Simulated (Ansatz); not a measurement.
Consider a periodic stack without vacuum, rock-salt TiN (1 1 1) on Si0.75Ge0.25, ordered (1 1 1), half a monolayer of S at both interfaces (film strained to the substrate, started from cuts of the bulks and a machine-learned relaxation; slabs Ge10Si30 and N28Ti28S4, which can lie off the formulas): substrate slab Ge10Si30, film N28Ti28S4, surface cells [[0, 1], [-2, 0]] and [[1, -3], [3, -2]], film strained by -1.5 and -1.5 %, outermost planes Si/GeSi and N/Ti as cut, which need not be the usual terminations and can put a slab off its formula. Its start:

```xyz
100
Lattice="7.8244 0.0000 0.0070 3.9120 6.7760 0.0310 -3.7230 -1.8589 29.7996" Properties=species:S:1:pos:R:3 pbc="T T T"
Ge     2.0196     3.0585     1.7377
Ge     4.0235     6.4174     1.7759
Ge     5.9386     5.2921     4.9575
Ge     3.9754     1.9018     4.9465
Ge     5.9177     0.7479     8.1344
Ge     7.8769     4.1421     8.1288
Ge     1.9989     2.9650    11.2256
Ge     0.0189    -0.4374    11.4306
Ge     5.9289     5.0029    14.6129
Ge     3.9055     1.7110    14.6328
Si     5.9366     3.0678     1.7756
Si     7.8987     6.4288     1.7932
Si     5.9385     0.8032     1.1218
Si     7.8656     4.1965     0.9773
Si     3.9996     4.1446     0.9652
Si     2.0797     0.7989     0.9765
Si     9.8528     5.2858     4.9532
Si     7.8952     1.8974     4.9407
Si     1.9971     3.0500     4.1572
Si     3.9573     6.4339     4.1836
Si     7.9243     6.4057     4.1497
Si     5.9661     3.0200     4.1319
Si     1.9975     0.7387     8.1364
Si     3.9633     4.1511     8.1124
Si     5.8969     5.2921     7.3624
Si     3.9289     1.8985     7.3608
Si     7.9038     1.8674     7.3138
Si     9.8599     5.2646     7.3186
Si     5.8503     2.9575    11.2368
Si     3.9317    -0.4607    11.3506
Si     5.8552     0.6879    10.5585
Si     7.8076     4.1061    10.5427
Si     3.9593     4.1218    10.4715
Si     2.0070     0.6593    10.5233
Si     1.9232     4.9455    14.6779
Si    -0.0106     1.7204    13.8814
Si     1.9997     2.8556    13.6189
Si    -0.0363    -0.7281    13.9177
Si     3.9532    -0.5931    13.7266
Si     5.8182     2.8427    13.5693
N      2.4300     3.5643    18.2904
N      7.4635     4.5089    18.5483
N      4.6715     5.4814    18.5723
N      5.7883    -0.3269    18.5413
N      2.9913     0.6462    18.5317
N      0.2011     1.6207    18.5934
N      5.2251     2.5732    18.5390
N      4.6579     0.9561    20.8688
N      1.8813     1.9367    20.8565
N      6.9071     2.8909    20.8843
N      4.0898     3.8468    20.8609
N      1.3249     4.8118    20.8664
N      2.4328    -0.9883    20.8732
N     -0.3671    -0.0275    20.8678
N      2.9847     5.1309    23.3400
N      4.1002    -0.6741    23.3155
N      1.3059     0.2820    23.3169
N      6.3394     1.2576    23.3316
N      3.5479     2.2244    23.3281
N      0.7508     3.1918    23.3295
N      5.7870     4.1601    23.3357
N      5.2274     2.5262    25.8627
N      2.4228     3.5027    25.7664
N      7.4589     4.4783    25.8709
N      0.7506    -1.3468    25.8357
N     -2.0459    -0.3595    25.8483
N      2.9742     0.5962    25.8438
N      0.1769     1.5674    25.8561
Ti     3.5556     2.2454    19.3655
Ti     0.7508     3.2321    19.3906
Ti     5.7881     4.1827    19.4131
Ti     2.9982     5.1731    19.3926
Ti     4.1072    -0.6503    19.3871
Ti     1.3217     0.3145    19.4135
Ti     6.3381     1.2829    19.4188
Ti    -2.0443    -0.3495    22.0020
Ti     2.9861     0.6255    22.0107
Ti     0.1954     1.5877    22.0119
Ti     5.2213     2.5568    22.0188
Ti     2.4307     3.5232    22.0213
Ti     7.4657     4.4907    22.0317
Ti     4.6612     5.4518    22.0328
Ti     4.1117     3.8314    24.5300
Ti     1.3024     4.8084    24.5335
Ti     2.4258    -1.0100    24.5236
Ti    -0.3679    -0.0422    24.5169
Ti     4.6590     0.9253    24.5260
Ti     1.8618     1.8876    24.5189
Ti     6.8986     2.8675    24.5365
Ti    -1.4904     1.2388    26.9275
Ti     3.5321     2.2138    26.9444
Ti     0.7642     3.1820    26.9555
Ti     5.7893     4.1473    26.9864
Ti    -0.9358    -1.6811    26.9298
Ti     4.0839    -0.6885    26.9688
Ti     1.2996     0.2578    26.9595
S     -0.0420     0.6213    15.6576
S      2.5190     3.5038    16.5696
S      2.3960    -1.0188    28.7406
S      2.4461     3.4739    28.6814
```

The start was prepared with a machine-learned potential, and the result is one local minimum, with the in-plane cell held and forces under 0.04 eV/Å; the film can end far from its bulk form.

Computed with PBE (plane waves to 420 eV, PAW; Ansatz, a program for electronic structure). Spin–orbit coupling is left out; the runs are not spin-polarised; PBE gaps are too small against experiment. Its k-point mesh 4×4×1, Fermi–Dirac width 0.05 eV.

Problem. Predict the relaxed interface.

Solution. The interface area is 53.0 Å². The period comes out as 28.63 Å and the heights between the nearest atoms of the two slabs at the two interfaces comes out as 0.43 and 1.09 Å. The S–Si contacts across the interfaces within 1.22 times the sum of covalent radii is 7, mean 2.35 Å and the Si–Ti contacts across the interfaces within 1.22 times the sum of covalent radii comes out as 3, mean 2.88 Å.
